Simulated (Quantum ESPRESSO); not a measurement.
# Parameter sweep on CaEuHfVO6 (F-43m, 10 atoms in the cell)

```
CaEuHfVO6
1.0
    0.00000     3.97553     3.97553
    3.97553     0.00000     3.97553
    3.97553     3.97553     0.00000
Ca Eu Hf V O
1 1 1 1 6
Direct
  0.25000   0.25000   0.25000
  0.75000   0.75000   0.75000
  0.00000   0.00000   0.00000
  0.50000   0.50000   0.50000
  0.74360   0.25640   0.25640
  0.74360   0.25640   0.74360
  0.25640   0.74360   0.74360
  0.25640   0.74360   0.25640
  0.74360   0.74360   0.25640
  0.25640   0.25640   0.74360
```
Moments meant for the start (each program seeds them in its own way; μB, in the order of the atoms Ca Eu Hf V O O O O O O): 0.0 7.0 0.0 2.0 0.0 0.0 0.0 0.0 0.0 0.0.

Base run A: LDA (PZ), SSSP 1.1.2 efficiency (PBE) pseudopotentials (Quantum ESPRESSO 7.5), self-consistent single point.

Its settings: ecutwfc = 60 Ry; ecutrho = 480 Ry; occupations = smearing; smearing = methfessel-paxton; degauss = 0.0073499 Ry; nspin = 2; input_dft = pz; K_POINTS = automatic 3 3 3 1 1 1; conv_thr = 1e-11 Ry; mixing_beta = 0.4.

The starting cell comes from a database of computed structures (which also holds hypothetical and non-ambient phases and stackings), without a prior relaxation at this level. The magnetic order is the one reached from the typed start; others were not searched systematically. With U or open f shells several self-consistent states can exist. The f electrons are in the valence without U or exact exchange, which can misplace them near the Fermi level. Spin-orbit terms, which matter for f shells, are left out. In the base run, with a pressure of about -10 GPa the cell is away from its equilibrium volume at this level. Without a gap this mesh is coarse (it stands for a supercell whose shortest vector is 17 Å).

ΔF is the free energy per atom less that of run A. 

Run A gave: pressure (GPa) -10.37; largest force (eV/Å) 0.528; size of the net moment (μB/atom) 0.80.

Runs:
- B: lattice scaled by 0.97
- C: lattice scaled by 0.97; ecutwfc: 60 Ry → 36 Ry; ecutrho: 480 Ry → 288 Ry
- D: lattice scaled by 0.985
- E: lattice scaled by 0.985; ecutwfc: 60 Ry → 36 Ry; ecutrho: 480 Ry → 288 Ry
- F: lattice scaled by 1.015; ecutwfc: 60 Ry → 36 Ry; ecutrho: 480 Ry → 288 Ry
- G: lattice scaled by 1.03; ecutwfc: 60 Ry → 36 Ry; ecutrho: 480 Ry → 288 Ry

Problem. What does run G change against A?

Solution. The free energy rises by 262 meV/atom, the pressure goes from -10.37 to -32.66 GPa, the largest force goes from 0.528 to 0.293 eV/Å and the size of the net moment stays at 0.80 μB/atom.

Problem. What does run E change against A?

Solution. The free energy rises by 128 meV/atom, the pressure goes from -10.37 to -15.78 GPa, the largest force goes from 0.528 to 0.898 eV/Å and the size of the net moment goes from 0.80 to 0.75 μB/atom.

Problem. What does run D change against A?

Solution. The free energy drops by 20.0 meV/atom, the pressure goes from -10.37 to -3.03 GPa, the largest force goes from 0.528 to 0.815 eV/Å and the size of the net moment goes from 0.80 to 0.75 μB/atom.

```json
[
 {"run": "A", "ΔF (meV/atom)": "0.00", "pressure (GPa)": "-10.37", "largest force (eV/Å)": "0.528", "size of the net moment (μB/atom)": "0.80"},
 {"run": "B", "ΔF (meV/atom)": "-19.0", "pressure (GPa)": "6.15", "largest force (eV/Å)": "1.103", "size of the net moment (μB/atom)": "0.67"},
 {"run": "C", "ΔF (meV/atom)": "128.5", "pressure (GPa)": "-7.15", "largest force (eV/Å)": "1.171", "size of the net moment (μB/atom)": "0.67"},
 {"run": "D", "ΔF (meV/atom)": "-20.0", "pressure (GPa)": "-3.03", "largest force (eV/Å)": "0.815", "size of the net moment (μB/atom)": "0.75"},
 {"run": "E", "ΔF (meV/atom)": "128.1", "pressure (GPa)": "-15.78", "largest force (eV/Å)": "0.898", "size of the net moment (μB/atom)": "0.75"},
 {"run": "F", "ΔF (meV/atom)": "193.5", "pressure (GPa)": "-28.22", "largest force (eV/Å)": "0.445", "size of the net moment (μB/atom)": "0.80"},
 {"run": "G", "ΔF (meV/atom)": "262.4", "pressure (GPa)": "-32.66", "largest force (eV/Å)": "0.293", "size of the net moment (μB/atom)": "0.80"}
]
```
